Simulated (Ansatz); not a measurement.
The parent structure is Mo3Ge in the A15 (Cr3Si type) structure (space group Pm-3n, No. 223; a = 4.908 Å; a cell from a computed database, its experimental status unchecked).

The values are results of PBEsol (Ansatz, a program for electronic structure, PAW, no spin-orbit coupling), not measurements.

Base values:

- Lattice parameter a = 4.908 Å

The change: cell and atoms relaxed at a pressure of 1.5 GPa.

**Question.** Estimate the effect on the lattice parameter a.

**Answer.** The lattice parameter a shrinks by 0.009 Å (4.908 Å → 4.899 Å).

Load acts through the strain it causes; cell and atoms are relaxed under it. No phonon test of stability was made. All final runs are without spin polarisation.
